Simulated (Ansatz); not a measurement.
Ga2O3, response to strain

Consider Ga2O3 in the corundum structure (space group R-3c, No. 167).

```
Ga2O3
1.0
    2.50017     1.44347     4.48293
   -2.50017     1.44347     4.48293
    0.00000    -2.88695     4.48293
Ga O
4 6
Cartesian
  0.00000   0.00000   8.66504
  0.00000   0.00000   1.94065
  0.00000   0.00000   4.78374
  0.00000   0.00000  11.50813
  0.75702   1.57575   5.60366
 -1.74315  -0.13228   5.60366
 -0.75702  -1.57575   7.84512
 -0.98613   1.44347   7.84512
  1.74315   0.13228   7.84512
  0.98613  -1.44347   5.60366
```

Cartesian axes are those of the cell as printed.

Strains are applied to the cell and any free atomic positions relax; under biaxial strain the out-of-plane vector relaxes too.

Computed with PBEsol/PAW in Ansatz (an electronic-structure program), no SOC.

Notes on the quantities. energy relative to the base: free energy F.

| variant | out-of-plane strain | energy relative to the base | shortest interatomic distance | band gap | smallest direct gap |
|---|---|---|---|---|---|
| base | – | 0 meV/atom | 1.931 Å | 2.70 eV | 2.95 eV |
| biaxial strain +0.75 %, plane normal [001], relaxed out of plane | -0.56 % | +1.6 meV/atom | 1.939 Å | 2.58 eV | (withheld) |
| biaxial strain +1.50 %, plane normal [001], relaxed out of plane | -1.11 % | +6.1 meV/atom | 1.947 Å | (withheld) | 2.66 eV |
| biaxial strain +2.25 %, plane normal [001], relaxed out of plane | -1.64 % | (withheld) | (withheld) | 2.29 eV | 2.47 eV |
| biaxial strain +3.00 %, plane normal [001], relaxed out of plane | -2.16 % | +24 meV/atom | 1.963 Å | 2.14 eV | 2.28 eV |

Question: Some entries are withheld; estimate them.

Answer: 
- biaxial strain +0.75 %, plane normal [001], relaxed out of plane, smallest direct gap: 2.85 eV
- biaxial strain +1.50 %, plane normal [001], relaxed out of plane, band gap: 2.44 eV
- biaxial strain +2.25 %, plane normal [001], relaxed out of plane, energy relative to the base: +14 meV/atom
- biaxial strain +2.25 %, plane normal [001], relaxed out of plane, shortest interatomic distance: 1.955 Å

Stability against distortions was not tested.
